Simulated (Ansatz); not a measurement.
A relaxation of cell and atoms of LuAl7Au3 (R-3c, 22 atoms in the cell) with Ansatz (a first-principles code).

Level of theory: LDA (PW92), default PAW files made with PBE (plane waves; Ansatz).

```xyz
22
Lattice="4.0824 2.3570 7.1230 -4.0824 2.3570 7.1230 0.0000 -4.7139 7.1230" Properties=species:S:1:pos:R:3 pbc="T T T"
Al    -0.7626    -3.2432    10.0571
Al     3.1900     0.9612    10.0571
Al    -2.4274     2.2820    10.0571
Al     1.6550     0.0750     7.7503
Al    -0.7626    -1.4708     7.7503
Al    -0.8924     1.3958     7.7503
Al     0.7626     3.2432    11.3118
Al    -3.1900    -0.9612    11.3118
Al     2.4274    -2.2820    11.3118
Al    -1.6550    -0.0750    13.6186
Al     0.7626     1.4708    13.6186
Al     0.8924    -1.3958    13.6186
Lu     0.0000     0.0000     0.0000
Lu     0.0000     0.0000    10.6845
Al     0.0000     0.0000     5.3422
Al     0.0000     0.0000    16.0267
Au    -1.4133     2.3570    12.4652
Au    -1.3345    -2.4025    12.4652
Au     2.7479     0.0455    12.4652
Au     1.4133    -2.3570     8.9037
Au     1.3345     2.4025     8.9037
Au    -2.7479    -0.0455     8.9037
```

Reference input (self-consistent single point, DFT, LDA (PW92), plane waves, default PAW files made with PBE): basis.ecutwfc = 420 eV; kpoints.mp_grid.grid = 3 3 3; hamiltonian.xc = lda; hamiltonian.pseudopotentials = {kind: paw} (the program's default PAW files); scf.occupations.method = cold; scf.occupations.width = 0.136 eV. This run's input differs from it in these lines:

Ansatz 0.2 input:
```diff
@@ -30,3 +30,3 @@
 basis:
-  ecutwfc: 420.0
+  ecutwfc: 590.0
 kpoints:
@@ -42,2 +42,4 @@
     width: 0.136
+relax:
+  cell: {}
 output:
```

Output, abridged:

```
   [... SCF lines of the steps left out ...]
relax step   1: F+E_penalty+E_count = -113366.84618129 eV  Δ(F+E_penalty+E_count) = +0.000e0 eV  max|allowed force component| = 1.312e-1 eV/Å  Δτ_max = 0.0000 Å  P = -9.295 GPa  Ω = 411.228 Å³  (8 SCF iters, dr2 threshold 1.00e-7 eV, accepted)
relax step   2: F+E_penalty+E_count = -113367.70142810 eV  Δ(F+E_penalty+E_count) = -8.552e-1 eV  max|allowed force component| = 6.728e-2 eV/Å  Δτ_max = 0.0221 Å  P = +6.397 GPa  Ω = 357.392 Å³  energy of the carried Pulay correction = +2.038e-3 eV  [...]
   [... lines left out ...]
relax step   5: F+E_penalty+E_count = -113368.02860710 eV  Δ(F+E_penalty+E_count) = -8.764e-5 eV  max|allowed force component| = 1.976e-3 eV/Å  Δτ_max = 0.0005 Å  P = +0.002 GPa  Ω = 374.419 Å³  energy of the carried Pulay correction = +1.363e-3 eV  [...]
relax step   6: F+E_penalty+E_count = -113368.02738663 eV  Δ(F+E_penalty+E_count) = +1.220e-3 eV  max|allowed force component| = 1.974e-3 eV/Å  Δτ_max = 0.0000 Å  P = +0.001 GPa  Ω = 374.419 Å³  stress off target by 5.83e-3 GPa  SCF on the basis [...]
basis re-selected at this cell: Δ(F+E_penalty+E_count) = +1.220e-3 eV, ΔP = -0.002 GPa vs the last step
the relaxation is at rest under the 12 symmetry operations that the run kept from its start: a minimum is not shown …
Stability not checked (fill_not_monotonic)
Free energy (F): -113368.027387 eV
Internal energy: -113368.028238 eV  (E = F + TS)
   [... lines left out ...]
Fermi energy:    12.830683 eV
  cell:  # Å, volume = 374.4191 Å³
   [... lines left out ...]
    - { symbol: Au, position: [0.2499999999999999, 0.5754902531914454, 0.9245097468085544] }
    - { symbol: Au, position: [0.9245097468085544, 0.2499999999999999, 0.5754902531914455] }
    - { symbol: Au, position: [0.42450974680855436, 0.07549025319144548, 0.75] }
    - { symbol: Au, position: [0.75, 0.42450974680855447, 0.07549025319144542] }
    - { symbol: Au, position: [0.07549025319144542, 0.7499999999999999, 0.42450974680855436] }
```

The run converged. 

Summary of the result:
```
Item                                                                                                                Result
-----------------------------------------------  -------------------------------------------------------------------------
Free energy E − TS (on the zero of these files)                                                            -113368.0274 eV
Fermi level (on the code's own zero)                                                                              12.83 eV
Pressure                                                                                                          0.00 GPa
Largest force (vector length)                                                                                   0.002 eV/Å
Final cell                                       a = 8.269 Å, b = 8.269 Å, c = 8.269 Å, α = 57.24°, β = 57.24°, γ = 57.24°
Final volume per atom                                                                                             17.02 Å³
Relaxation steps                                                                                                         6
```

The starting cell comes from a database of published, mostly measured structures (it also holds non-ambient and calculated ones), without a prior relaxation at this level. Its lattice was rescaled by a random factor within 2.5 % of one. The relaxation keeps the symmetry of its start, so its end need not be a minimum. Ansatz's pressure includes its estimate of the finite-basis (Pulay) stress.

Cost on one core of a shared machine: roughly 3 min.
